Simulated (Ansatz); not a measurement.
Cu: energy against strain

Cu (fcc, Fm-3m, 10.888 Å³/atom at rest, cube axes along x, y and z) under a strain ε along a cube axis (axis z), the other axes held. LDA in Ansatz, a plane-wave DFT program (PAW, default set), 420 eV, 32×32×32 Γ-centred mesh, Fermi-Dirac smearing 0.10 eV; ions are relaxed within the symmetry of each cell.

Here s stands for strain and y for E less E0.

| strain (%) | E less E0 (meV/atom) |
|---|---|
| -1.50 | 1.79 |
| -1.00 | 0.78 |
| -0.50 | 0.18 |
| 0.00 | 0.00 |
| 0.50 | 0.21 |
| 1.00 | 0.82 |
| 1.50 | 1.80 |
| 3.00 | ? |

Fit y of the 7 rows that show it with a parabola. Least squares gives y = -0.002 + 0.0100·s + 0.7990·s². Residuals (row less fit): 0.009, -0.007, -0.013, 0.002, 0.007, 0.013, -0.011; standard error 0.013 (degrees of freedom: 4). Twice the quadratic coefficient over the volume, 2 × 0.7990 meV × 10⁴ × 0.1602 / 10.888 Å³, is the elastic constant C11 = 235 ± 1.6 GPa.

Task: What does the fit predict for y at s = 3.00, and how far is the calculated value from it?

Result: y = -0.002 + 0.0100 × 3.0 + 0.7990 × 3.0² = 7.219 meV/atom. The calculation gives 6.95 meV/atom, 0.269 meV/atom below the prediction (3.9 % of the range of y in the table). The row lies outside the fitted rows, so this is an extrapolation. From the scatter of the fitted rows alone, a prediction at this place has a standard error of 0.048 meV/atom, so the miss is 5.6 times that.

One order more, fitted to all 13 runs of the series, follows each within 0.01, so the miss is the next term of a smooth law. In a metal these values are sensitive to mesh and smearing; energies are taken to zero smearing, stresses follow the free energy. Rows are the converged runs of the series near zero and its far end; series whose fitted rows scatter by over a few per cent of the range, as at a crossing or softening among them, aren't shown in this form. Most that stay on the fit to the last digits aren't either.
